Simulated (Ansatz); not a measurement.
## CaF2, pressure series

Start from CaF2 in the fluorite structure (space group Fm-3m, No. 225; a = 5.511 Å).

Cell and atoms are relaxed at each pressure.

Calculations: PBE (Ansatz, a program for electronic structure, PAW, no spin-orbit coupling).

Candidates:
(a) pressure 3 GPa
(b) pressure −1 GPa
(c) pressure 1.5 GPa
(d) pressure −2 GPa

For the base:

The smallest direct gap is 7.39 eV.

Question: Order them by smallest direct gap, lowest first.

Answer: (d) pressure −2 GPa (7.23 eV), (b) pressure −1 GPa (7.31 eV), (c) pressure 1.5 GPa (7.50 eV), (a) pressure 3 GPa (7.61 eV)

Load acts through the strain it causes; cell and atoms are relaxed under it. Whether these cells are dynamically stable was not tested. The base started in Pca2_1 and relaxed to Fm-3m at this level.
